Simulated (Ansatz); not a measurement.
Start from YN in the rock salt structure (space group Fm-3m, No. 225; a = 4.8562 Å). Axes: x, y, z lie along the cube axes.

One thing is altered: compressive biaxial strain of 0.18 % in the plane normal to [001], as in epitaxy on a mismatched substrate; the out-of-plane cell vector and the atoms relax.

Levels (all Ansatz, a first-principles code, PAW): PBEsol (420 eV, spin-orbit coupling left out); HSE06 (420 eV, scalar-relativistic without spin-orbit coupling).

The geometry is relaxed with PBEsol.

| Property | Value |
|---|---|
| PBEsol band gap | 0.07 eV |

With HSE06 at the same geometry, the band gap increases by 0.976 eV to 1.04 eV.

Single points use the geometry relaxed with PBEsol. HSE06 was sampled on its mesh, a few special points and the semilocal edge points, so its gap is an upper bound. Stability against distortions was not tested. A zero or small gap of YN can be the functional's error rather than a property of the material.
